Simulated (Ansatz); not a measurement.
The reference is TaAs in the CsCl type structure (space group Pm-3m, No. 221; a = 3.178 Å; a hypothetical phase, not in the database extracts checked; relaxed with 0.1 eV smearing).

All numbers come from plane-wave PAW DFT at the PBEsol level (Ansatz, a quantum-chemistry and plane-wave program, 420 eV), scalar-relativistic without spin-orbit coupling.

Base values:

| Quantity | Result |
|---|---|
| Pressure | 0.0 GPa |

One thing is altered: every lattice vector is shortened by 0.92 %; the atoms relax in the strained cell.

Task: What does the calculation give for the energy relative to the base after the change?

Result: The energy goes up by 7.7 meV/atom.

Task: What happens to the pressure?

Result: The pressure goes from zero to 5.7 GPa.

Stability against distortions was not tested. All final runs are without spin polarisation.
